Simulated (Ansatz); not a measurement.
Seebeck coefficient (μV/K, mean over directions) of p-type WSe2 (P6_3/mmc) against carrier density, PBEsol+D3BJ with spin-orbit coupling, rigid bands run with Ansatz (a quantum-chemistry and plane-wave program). Computed gap 0.60 eV; densities at which minority carriers matter at this gap, or further valleys turn the trend, are left out. Conductivity mass 0.73 mₑ (harmonic mean over directions), N_v = 1.8e19 cm⁻³ at 300 K.

| hole density | 300 K | 500 K |
|---|---|---|
| 1e18 cm⁻³ | 461 | 532 |
| 3e18 cm⁻³ | 367 | ___ |
| 1e19 cm⁻³ | 266 | ___ |
| 3e19 cm⁻³ | 180 | 246 |
| 1e20 cm⁻³ | 102 | 158 |
| 3e20 cm⁻³ | 63 | ___ |
| 1e21 cm⁻³ | 38 | 61 |

Question: What belongs in the gaps?

Answer: 
- 3e18 cm⁻³, 500 K: 438
- 1e19 cm⁻³, 500 K: 336
- 3e20 cm⁻³, 500 K: 103

Rigid bands with a gap fixed in temperature, one relaxation time for all states, no polarons or phonon drag, and whether or not such doping can be reached. Geometry: cell and atoms relaxed with PBEsol+D3(BJ).

PBEsol with a dispersion correction tends to overbind, so the cell can be several per cent short, in bad cases over ten, which usually narrows a gap: WSe2 (P6_3/mmc).
